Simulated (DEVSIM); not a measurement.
Device: abrupt CdTe p-n junction, at 300 K.

| layer (left to right) | material | thickness (μm) | Nd (cm⁻³) | Na (cm⁻³) | τn (s) | τp (s) |
|---|---|---|---|---|---|---|
| 1 | CdTe | 1.80 | - | 2.4e17 | 3.4e-9 | 3.4e-9 |
| 2 | CdTe | 200 | 2.2e14 | - | 3.4e-9 | 3.4e-9 |

Left contact: ohmic. Right contact: ohmic. Voltage is applied to the left contact. Recombination: SRH at mid-gap, radiative. Mobility is constant in doping.

The device is made up for the run: typed textbook-type constants, with dimensions and the other settings drawn at random. Values at 300 K.

```
parameter        CdTe
-------------  ------
gap (eV)          1.5
affinity (eV)    4.28
permittivity     10.2
Nc (cm⁻³)        8e17
Nv (cm⁻³)      1.8e19
μn (cm²/Vs)      1000
μp (cm²/Vs)        80
B (cm³/s)       1e-10
```

DEVSIM, 1D drift-diffusion, Boltzmann statistics, complete ionisation; no tunnelling, impact ionisation, image-force lowering or self-heating.

Question: Give the dark reverse current.

Answer: 
```json
[
 {"V (V)": "-0.04", "J (A/cm²)": "-2.3e-10"},
 {"V (V)": "-0.10", "J (A/cm²)": "-4.7e-10"},
 {"V (V)": "-0.20", "J (A/cm²)": "-8.0e-10"},
 {"V (V)": "-0.30", "J (A/cm²)": "-1.1e-9"},
 {"V (V)": "-0.40", "J (A/cm²)": "-1.4e-9"},
 {"V (V)": "-0.60", "J (A/cm²)": "-1.9e-9"},
 {"V (V)": "-0.80", "J (A/cm²)": "-2.3e-9"},
 {"V (V)": "-1.00", "J (A/cm²)": "-2.8e-9"},
 {"V (V)": "-1.30", "J (A/cm²)": "-3.4e-9"},
 {"V (V)": "-1.60", "J (A/cm²)": "-3.9e-9"},
 {"V (V)": "-2.00", "J (A/cm²)": "-4.6e-9"}
]
```
